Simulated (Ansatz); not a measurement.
Defect: W-vacancy pair (W on one host Ru site, one Ru site vacant) in hcp Ru, neutral cell. The step: the W atom itself jumps into the vacancy (W-vacancy distance between ideal sites 2.72 Å throughout); the atom moves 2.69 Å along (-0.99, 0.00, 0.00) of the unit cell; the moving atom starts with neighbours 2 Ru at 2.67, 4 Ru at 2.68, 2 Ru at 2.72, 2 Ru at 2.74, Ru at 2.74 Å and ends with 2 Ru at 2.67, 4 Ru at 2.68, 2 Ru at 2.72, 2 Ru at 2.74, Ru at 2.74 Å. A PBE band in Ansatz (plane-wave PAW, a 2×2×2 k-point mesh shifted by half a step along c, 36 host sites, 27 SCF runs with any check of the saddle's order, static, no finite-size correction) gives a forward barrier of 2.35 eV. The saddle point's order was not checked, and it lies on a symmetry element of the cell, where a band can be held. Forms of the defect that were not tried may lie lower.

Single points at the band's start and saddle point can refine it. Rough cost of one point, in units of the band's mean SCF on the same machine:

| Level | Cost of one point |
|---|---|
| PBE, a 4×4×4 k-point mesh shifted by half a step along c | about 6 |
| r2SCAN at 500 eV, a 2×2×2 k-point mesh shifted by half a step along c | about 3 |

Q: Which of these move the barrier by more than 0.1 eV, and how far does each move it?

A: PBE, a 4×4×4 k-point mesh shifted by half a step along c: -0.16 eV; r2SCAN at 500 eV, a 2×2×2 k-point mesh shifted by half a step along c: +0.08 eV. Each functional is compared with PBE at the same k-points.

Ansatz is a first-principles code.
